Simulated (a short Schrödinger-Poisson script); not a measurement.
Stack: MOS inversion layer, SiO2 on p-type Si(100), at 300 K.

From the gate side: 1.3 nm SiO2; 1000 nm Si, acceptors 1.7e17 cm⁻³.

The device is made up for the run: typed textbook-type constants, with dimensions and the other settings drawn at random. SiO2: permittivity 3.9, conduction-band edge (eV) 3.15, gap (eV) 9, electron mass (mₑ) 0.5. Si: permittivity 11.7, conduction-band edge (eV) 0, gap (eV) 1.124, Nv at 300 K (cm⁻³) 3.1e19.

Channel valleys (confinement mass, in-plane density-of-states mass, number): Δ2 0.916, 0.19, 2; Δ4 0.19, 0.417, 4. At the gate the conduction-band edge of layer 1 lies 3.35 eV − eVg above the Fermi level of the channel; the field vanishes at the back. Gaps are held at their typed values at every temperature. Mesh 0.03 nm at interfaces.

Solved with a short Schrödinger-Poisson script written for these runs: 1D Poisson equation in equilibrium, electrons quantum, Hartree (BenDaniel-Duke, 12 states a valley, the channel's in-plane mass for all, wave functions ending at the dielectric), parabolic valleys, classical holes, full ionisation, no traps, pinning or gate leakage.

| Vg (V) | electrons (cm⁻²) | C (μF/cm²) | Δ2 E0 (meV from the Fermi level) | Δ4 E0 (meV from the Fermi level) |
|---|---|---|---|---|
| 0.15 | 5.16e9 | 0.151 | 192.9 | 234.1 |
| 0.2 | 2.84e10 | 0.260 | 148.2 | 190.4 |
| 0.25 | 1.25e11 | 0.595 | 109.0 | 152.7 |
| 0.3 | 3.57e11 | 1.02 | 80.4 | 126.3 |
| 0.35 | 7.12e11 | 1.31 | 60.7 | 109.5 |
| 0.4 | 1.14e12 | 1.49 | 46.5 | 98.4 |
| 0.45 | 1.62e12 | 1.61 | 35.5 | 90.5 |
| 0.5 | 2.13e12 | 1.69 | 26.4 | 84.5 |
| 0.55 | 2.67e12 | 1.75 | 18.6 | 79.7 |
| 0.6 | 3.22e12 | 1.80 | 11.7 | 75.8 |
| 0.65 | 3.79e12 | 1.84 | 5.5 | 72.5 |
| 0.7 | 4.37e12 | 1.87 | -0.1 | 69.6 |
| 0.75 | 4.95e12 | 1.90 | -5.4 | 67.1 |
| 0.8 | 5.55e12 | 1.92 | -10.3 | 64.8 |
| 0.85 | 6.15e12 | 1.94 | -15.0 | 62.7 |
| 0.9 | 6.76e12 | 1.96 | -19.5 | 60.8 |
| 0.95 | 7.38e12 | 1.98 | -23.8 | 59.1 |
| 1 | 7.99e12 | 1.99 | -27.9 | 57.4 |

Gate voltages with under 1e9 electrons/cm² are left out.

Task: At Vg = 1 V the lowest Δ2 subband lies at -27.9 meV from the Fermi level. How many electrons does it hold, and what share of all?

Result: The two-dimensional density of states is g m/(πħ²) = 1.59e11 cm⁻² meV⁻¹ (both spins), kT = 25.9 meV, so n = D kT ln(1 + exp(−E/kT)) = 5.63e12 cm⁻², 0.70 of the 7.99e12 cm⁻² in all.

Task: Compare the slope of the sheet density between 0.9 and 1 V with the geometric capacitance of the layers between gate and channel.

Result: q Δn/ΔV = 1.97 μF/cm²; ε0/Σ(t/ε) = 2.66 μF/cm². The ratio is 0.74: the channel acts as a further capacitance in series.
